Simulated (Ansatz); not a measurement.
Base system: TiB$_{2}$ (space group P6/mmm, No. 191).

```yaml
crystal:
  lattice:
    - [2.99392, 0.00000, 0.00000]
    - [-1.49696, 2.59281, 0.00000]
    - [0.00000, 0.00000, 3.15953]
  atoms:
    - { symbol: Ti, position: [0.00000, 0.00000, 0.00000] }
    - { symbol: B, position: [0.66667, 0.33333, 0.50000] }
    - { symbol: B, position: [0.33333, 0.66667, 0.50000] }
```

Cartesian axes are those of the cell as printed.

Calculations: LDA/PAW in Ansatz (a first-principles code), no SOC.

Base values:

The pressure comes out as 0.0 GPa and the shortest interatomic distance comes out as 3.266 bohr.

Modification: the cell is compressed by 2.00 % along x with no lateral relaxation, atoms relaxed at fixed cell.

Problem. Estimate the effect on the pressure, energy relative to the base and shortest interatomic distance.

Solution. The pressure (mean of the normal stresses, compression positive) goes from zero to 6.4 GPa; the energy increases by 7.5 meV/atom; the shortest interatomic distance shrinks by 0.044 bohr, from 3.266 bohr to 3.222 bohr.

A case with no gap was solved on a k-mesh chosen for an insulator, which is coarse for it. Without a gap, meshes like the base's 13×13×10 leave anisotropic stresses uncertain by several tenths of a GPa, and small strain energies with them. The cells carry an imposed strain or load. Stability against distortions was not tested. All final runs are without spin polarisation.
